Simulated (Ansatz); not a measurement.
```xyz
33
Lattice="27.0000 0.0000 0.0000 0.0000 14.5000 0.0000 0.0000 0.0000 5.4916" Properties=species:S:1:pos:R:3 pbc="T T T"
S      5.4268     5.6600     3.6039
W      5.7953     7.2500     2.0062
S      5.4268     8.8400     3.6039
S      7.1482     5.6142     0.8659
W      7.0185     7.2500     4.6366
S      7.1482     8.8858     0.8659
S      8.6746     5.7175     3.6651
W      8.7077     7.2500     1.7862
S      8.6746     8.7825     3.6651
S     10.3172     5.6731     0.9163
W     10.3140     7.2500     4.5811
S     10.3172     8.8269     0.9163
S     11.9002     5.6733     3.6636
W     11.9037     7.2500     1.8342
S     11.9002     8.8267     3.6636
S     13.5000     5.6803     0.9162
W     13.5000     7.2500     4.5699
S     13.5000     8.8197     0.9162
S     15.0998     5.6733     3.6636
W     15.0963     7.2500     1.8342
S     15.0998     8.8267     3.6636
S     16.6828     5.6731     0.9163
W     16.6860     7.2500     4.5811
S     16.6828     8.8269     0.9163
S     18.3254     5.7175     3.6651
W     18.2923     7.2500     1.7862
S     18.3254     8.7825     3.6651
S     19.8518     5.6142     0.8659
W     19.9815     7.2500     4.6366
S     19.8518     8.8858     0.8659
S     21.5732     5.6600     3.6039
W     21.2047     7.2500     2.0062
S     21.5732     8.8400     3.6039
```

The numbers are results of PBE (plane waves to 420 eV, PAW; Ansatz, a program for electronic structure), not measurements. Mesh 1×1×6. No spin polarisation, so a magnetic state wasn't tested. Isolated but for its images some 11 Å away. An idealised model, cut from the flat sheet. Only distortions within the start's symmetry and period were free. Values not marked SOC lack spin–orbit coupling.

Question: Tabulate the two highest filled and two lowest empty levels along the axis, from the valence top.

Answer: 
| k (2π/c) | v2 (eV) | v1 (eV) | c1 (eV) | c2 (eV) |
|---|---|---|---|---|
| 0.000 | -0.02 | 0.00 | 0.49 | 0.51 |
| 0.042 | -0.02 | 0.00 | 0.51 | 0.52 |
| 0.083 | -0.02 | -0.02 | 0.54 | 0.54 |
| 0.125 | -0.04 | -0.02 | 0.59 | 0.59 |
| 0.167 | -0.06 | -0.04 | 0.67 | 0.67 |
| 0.208 | -0.08 | -0.06 | 0.71 | 0.72 |
| 0.250 | -0.10 | -0.08 | 0.71 | 0.71 |
| 0.292 | -0.11 | -0.10 | 0.71 | 0.71 |
| 0.333 | -0.12 | -0.11 | 0.71 | 0.71 |
| 0.375 | -0.12 | -0.12 | 0.71 | 0.71 |
| 0.417 | -0.13 | -0.13 | 0.70 | 0.71 |
| 0.458 | -0.14 | -0.14 | 0.70 | 0.71 |
| 0.500 | -0.14 | -0.14 | 0.70 | 0.71 |
